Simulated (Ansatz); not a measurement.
# Sn (model structure, started from the Si type, Ia-3, No. 206, 8 atoms in the cell): properties by level of theory

```
level (code)     lattice parameter a (Å)  cohesive energy (eV/atom)
---------------  -----------------------  -------------------------
LDA (Ansatz)                           ?                       3.89
PBE (Ansatz)                       8.108                          ?
r²SCAN (Ansatz)                        ?                       3.16
```

Q: What belongs in the gaps?

A: 
- LDA (Ansatz, a program for electronic structure), lattice parameter a (Å): 7.873
- PBE (Ansatz), cohesive energy (eV/atom): 3.09
- r²SCAN (Ansatz), lattice parameter a (Å): 8.015

Ansatz's density-functional and Hartree–Fock values are scalar-relativistic unless marked +SOC, with PAW data made under PBE.

Free atoms are spin-polarised, in the lowest state found; at levels without +SOC their spin–orbit coupling is left out.

Computed values are for the static lattice.

A model structure was made by putting elements into a prototype or built by hand; it is no filed structure, need not be a known phase, and can be a saddle point held by its symmetry.
